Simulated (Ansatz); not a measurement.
The starting structures come from a database of crystals and need not be the phases stable at ambient conditions.

 Where the default PAW files enter, the runs use the earlier of Ansatz's two default sets.

Tunnelling through a barrier is set by its complex band structure: the current falls as exp(−2κd) with the smallest κ.

Data:

```
CELL_PARAMETERS angstrom
      4.51897     0.00000     0.00000
     -2.25948     7.47124     0.00000
      2.25948     0.68332     3.85342
ATOMIC_POSITIONS crystal
  Mg 0.00164 0.50246 0.49918
  Cd 0.99899 0.99848 0.00051
  Te 0.74677 0.62015 0.12662
  Te 0.75258 0.12887 0.62371
```

Space group of this cell: R3m. The cell is strained (all lengths scaled by 0.98); by PBEsol its mean pressure is 1.5 GPa.

Transport runs along the normal of the first two printed cell vectors, the (101) plane of the conventional cell.

The gap is the functional's own. No spin-orbit coupling. Mid-gap values are interpolated on the energy grid.

### Question
State the band gap and the smallest decay constant κ at mid-gap according to Ansatz (a quantum-chemistry and plane-wave program) with PBEsol.

### Answer
Gap 1.40 eV on a 8×8×8 mesh; κ = 0.096 1/Å, at the zone centre.
